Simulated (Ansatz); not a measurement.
# Worked sum: formation energy of F_i in Ru (hcp, P6₃/mmc)

This concerns the formation energy of F_i in Ru (hcp, P6₃/mmc). Reaction: 64 Ru (hcp) + 1/2 F2 (gas) → cell A.

A: a supercell of 64 sites of Ru (hcp, P6₃/mmc) with F off the lattice sites (6 Ru at 2.14 Å); spin state with PBE: run without spin.

Setting: static, neutral cells in Ansatz (PAW) whose structures rest at the PBE level. Ansatz (an electronic-structure program) runs with its default PAW set. Larger cells are relaxed from a start prepared with the learned potential CHGNet, on a coarser mesh till forces fall under 0.03 eV/Å, which some starts already meet. A dispersion term (D3(BJ), or D4 for r2SCAN) was computed beside these levels and is taken off wherever the name lacks it. Space groups of crystals are read within 0.01 Å. The d electrons get no Hubbard U. Mesh and cell size may move defect energies by 0.1 eV or more. Cell A has symmetry P-3m1 within 0.02 Å and got no random move, so less symmetric positions, which may lie lower, weren't tried.

Total energies of the cells in eV, at zero smearing width. They compare only within one column; the weights balance every element.

```
cell       atoms  weight            PBE
---------  -----  ------  -------------
A: Ru:F_i     65      +1  -377037.86353
Ru (hcp)      64      −1  -376236.13743
F2 (gas)       2    −1/2    -1611.18697
```

PBE: (-377037.86353) − (-376236.13743) − 1/2 × (-1611.18697) = 3.867 eV.
